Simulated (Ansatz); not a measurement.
Response to strain in CdTe

Take CdTe in the zinc blende structure (space group F-43m, No. 216; a = 6.558 Å) as the base. Axes: x, y, z lie along the cube axes.

Strains are applied to the cell and any free atomic positions relax.

The values are results of r2SCAN (Ansatz, a first-principles code; PAW; 500 eV plane waves; spin-orbit coupling left out), not measurements.

Notes on the quantities. pressure: mean of the normal stresses, compression positive.

| variant | volume per atom | pressure | electron mass |
|---|---|---|---|
| base | 35.25 Å³ | 0.00 GPa | 0.090 mₑ (at Γ) |
| uniaxial strain ε_zz = +0.50 % | 35.43 Å³ | -0.20 GPa | 0.089 mₑ (at Γ) |
| uniaxial strain ε_zz = +1.00 % | 35.60 Å³ | -0.40 GPa | 0.088 mₑ (at Γ) |
| uniaxial strain ε_zz = +1.50 % | 35.78 Å³ | -0.59 GPa | 0.088 mₑ (at Γ) |
| uniaxial strain ε_zz = +2.00 % | 35.96 Å³ | -0.77 GPa | 0.087 mₑ (at Γ) |
| uniaxial strain ε_zz = +2.50 % | 36.13 Å³ | ? | ? |
| uniaxial strain ε_zz = +3.00 % | 36.31 Å³ | -1.13 GPa | 0.085 mₑ (at Γ) |

Fill in the withheld entries from the trend.


- uniaxial strain ε_zz = +2.50 %, pressure: -0.95 GPa
- uniaxial strain ε_zz = +2.50 %, electron mass: 0.086 mₑ (at Γ)

With Te present, leaving out spin-orbit coupling can change the band edges. The levels and masses belong to the bands next to the band gap. Masses are band curvatures over ±0.01 Å⁻¹ around the edge. Stability against distortions was not tested.
